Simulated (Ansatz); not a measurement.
# What Y → Rb does to YCo5

Base system: YCo$_{5}$ (space group P6/mmm, No. 191; a = 4.839 Å, c = 3.895 Å; ferromagnetic).

Modification: full substitution Y → Rb; the structure is relaxed again.

All numbers come from PBEsol, PAW, 420 eV (Ansatz, a first-principles code; without spin-orbit coupling). k-mesh 10×10×12 (Γ-centred); smearing 0.05 eV (Fermi–Dirac), for the changed cell.

The volume per atom increases by 1.493 Å³, from 13.16 Å³ to 14.66 Å³ and the density shrinks by 0.887 g/cm³ (8.06 g/cm³ → 7.18 g/cm³). The lattice parameter a increases by 0.3717 Å (4.839 Å → 5.210 Å) and the c/a ratio falls by 0.087 (0.805 → 0.718). The space group stays P6/mmm (No. 191) and the shortest interatomic distance grows by 0.003 Å, from 2.397 Å to 2.400 Å. The band gap stays zero and the magnetic state remains ferromagnetic. The largest site moment goes up by 0.35 μB (1.52 μB → 1.87 μB).

Other magnetic orders, which the real material may have, were not ruled out. Whether these cells are dynamically stable was not tested. As relaxed here, RbCo5 is a hypothetical phase, not in the database extracts checked.
